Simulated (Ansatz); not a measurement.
# Report: zincblende CdTe (F-43m), uniaxial stress along [111]

Cell and atoms are relaxed with PBEsol to each stress (compression positive); bands and masses by r2SCAN with spin-orbit coupling, rigid bands (plane waves, PAW; Ansatz, a quantum-chemistry and plane-wave program). Strains are changes of length against the unloaded cell.

```
CdTe
1.0
    0.00000     3.24465     3.24465
    3.24465     0.00000     3.24465
    3.24465     3.24465     0.00000
Cd Te
1 1
Direct
  0.00000   0.00000   0.00000
  0.25000   0.25000   0.25000
```

```tsv
stress (GPa)	strain [111] (%)	strain [1−10] (%)	gap (eV)	mean mₑ*
-3.50	6.66	-1.77	0.662	0.095
-2.50	4.75	-1.31	0.778	0.096
-1.50	2.87	-0.81	0.880	0.097
-0.50	0.98	-0.30	0.967	0.099
0	0	0	1.006	0.099
0.50	-0.98	0.29	0.992	0.100
1.50	-3.01	0.91	0.953	0.102
```

[111] is the direction of the load; [11−2] strains as [1−10]. Masses are conductivity masses at 300 K in electron masses, harmonic means over x, y and z.

**Question.** From the two loads next to zero, find the Young modulus and the ratio of transverse to axial strain.

**Answer.** Between -0.50 and 0.50 GPa the strain along [111] changes by -1.96 % and that along [1−10] by 0.59 %. The modulus is 1.00/0.0196 = 51 GPa and the ratio of the strains 0.30 (PBEsol, atoms relaxed).

**Question.** How fast does the gap move on either side of zero load?

**Answer.** Under tension, (0.880 − 1.006) eV over -1.50 GPa = 84 meV/GPa, or about -4.4 eV per unit strain; under compression, (0.953 − 1.006) eV over 1.50 GPa = -35 meV/GPa, or about 1.8 eV per unit strain. The two slopes part by 119 meV/GPa; gaps are resolved to about 0.01 eV, which allows 13 meV/GPa, so they differ, even in sign: the gap has a turning point near zero load.

Masses are those of dilute carriers in rigid bands with one relaxation time, without polarons. Third decimals of gaps are kept for the arithmetic. Every relaxation keeps the zincblende phase (space group R3m under this load), so a transition, a distortion that breaks the symmetry or fracture can't show.
